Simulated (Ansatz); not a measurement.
Defect: interstitial F in polar orthorhombic HfO2, charge state -1. The step: several atoms move together, F the farthest; the atom moves 1.23 Å along (-0.18, -0.10, 0.11) of the unit cell; the moving atom starts with neighbours Hf at 2.18, Hf at 2.28, Hf at 2.31, Hf at 2.75; O at 2.25, O at 2.35, O at 2.38, O at 2.42, O at 2.45, O at 2.60, O at 2.63, O at 2.74 Å and ends with Hf at 2.14, Hf at 2.20, Hf at 2.40; O at 2.32, O at 2.35, O at 2.38, O at 2.42, O at 2.72, O at 2.78 Å. DFT values are from Ansatz (plane-wave PAW, 420 eV unless said) in a cell of 96 host sites, spin-restricted, static, with no finite-size correction. The host's phase is taken as given; its stability against other phases was not computed. The charge state is imposed; whether it is stable for some Fermi level was not computed. Sites that were not tried may lie lower. For the PBE band: the saddle point's order was not checked.

```tsv
Level	Forward barrier (eV)	Cost of the band or of the saddle's single point
PBE, the Γ point alone, band relaxed	0.31	about 40 core-minutes (a rough figure)
PBE, a 2×2×2 k-point mesh shifted by half a step, same geometries	0.30	around 17 core-minutes (rough)
r2SCAN at 500 eV, the Γ point alone, same geometries	…	roughly 4 core-minutes
```

Q: Some entries are withheld; supply them.

A: 
- r2SCAN at 500 eV, the Γ point alone, same geometries, Forward barrier (eV): 0.35

Ansatz is a quantum-chemistry and plane-wave program.
